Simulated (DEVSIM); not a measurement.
System: abrupt Si n-p junction, at 300 K.

| layer (left to right) | material | thickness (μm) | Nd (cm⁻³) | Na (cm⁻³) | τn (s) | τp (s) |
|---|---|---|---|---|---|---|
| 1 | Si | 84.0 | 1.2e18 | - | 9.7e-5 | 9.7e-5 |
| 2 | Si | 10.0 | - | 5.1e14 | 9.7e-5 | 9.7e-5 |

Left contact: ohmic. Right contact: ohmic. Voltage is applied to the left contact. Recombination: SRH at mid-gap. Mobility is μmin + (μ − μmin)/(1 + (N/Nref)^α).

The device is made up for the run: typed textbook-type constants, with dimensions and the other settings drawn at random. Values at 300 K; Nc and Nv go as T^1.5, mobilities as T to minus their exponent, the gap by Varshni's rule with the affinity fixed.

| parameter | Si |
|---|---|
| gap (eV) | 1.124 |
| affinity (eV) | 4.05 |
| permittivity | 11.7 |
| Nc (cm⁻³) | 2.86e19 |
| Nv (cm⁻³) | 3.1e19 |
| μn (cm²/Vs) | 1417 |
| μp (cm²/Vs) | 470 |
| μn,min | 52 |
| μp,min | 45 |
| Nref,n | 9.7e16 |
| Nref,p | 2.2e17 |
| αn | 0.68 |
| αp | 0.72 |
| T exponent of μn | 2.3 |
| T exponent of μp | 2.2 |
| Varshni α (eV/K) | 0.000473 |
| Varshni β (K) | 636 |

Model (solved in DEVSIM): 1D drift-diffusion, Boltzmann statistics, complete ionisation; no tunnelling, impact ionisation, image-force lowering or self-heating.

The temperature was swept, all else fixed.

```tsv
temperature (K)	dark forward voltage at 100 A/cm² (V)	dark forward voltage at 1 A/cm² (V)	largest field in the device at zero bias (V/cm)	potential step across the device at zero bias (V)
250	0.805	0.649	55000	0.842
300	0.727	0.533	60000	0.757
350	___	___	65000	0.669
400	0.566	0.292	69000	0.578
450	0.484	0.171	73000	0.484
500	0.401	0.066	77000	0.397
```

### Question
Some entries are withheld; supply them.

### Answer

- 350, dark forward voltage at 100 A/cm² (V): 0.646
- 350, dark forward voltage at 1 A/cm² (V): 0.413
